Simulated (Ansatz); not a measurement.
The starting structures come from a database of crystals and need not be the phases stable at ambient conditions.

Given:

```
CELL_PARAMETERS angstrom
      7.08172     0.00000     0.00000
     -2.30389     6.69648     0.00000
      2.38892     3.34824    12.26464
ATOMIC_POSITIONS crystal
  Y  0.66583 0.16583 0.66834
  Y  0.83417 0.33417 0.33166
  Y  0.08417 0.08417 0.83166
  Y  0.91583 0.91583 0.16834
  Y  0.00295 0.50295 0.99410
  Y  0.49705 0.99705 0.00590
  Y  0.74705 0.74705 0.50590
  Y  0.25295 0.25295 0.49410
  Se 0.99103 0.49103 0.50000
  Se 0.50897 0.00897 0.50000
  Se 0.75897 0.75897 0.00000
  Se 0.24103 0.24103 0.00000
  Se 0.33552 0.84278 0.83848
  Se 0.82600 0.31874 0.83848
  Se 0.68126 0.17400 0.16152
  Se 0.15722 0.66448 0.16152
  Se 0.41448 0.40722 0.66152
  Se 0.92400 0.93126 0.66152
  Se 0.06874 0.07600 0.33848
  Se 0.59278 0.58552 0.33848
```

Space group of this cell: Fddd. The cell is taken as given.

Transport runs along the normal of the first two printed cell vectors.

No gap correction and no spin-orbit coupling; mid-gap values are interpolated between computed energies.

### Question
Estimate the band gap and the smallest decay constant κ at mid-gap that r2SCAN (Ansatz, an electronic-structure program) returns for this system.

### Answer
Gap 1.74 eV on a 6×6×6 mesh; κ = 0.185 1/Å, at the zone centre.
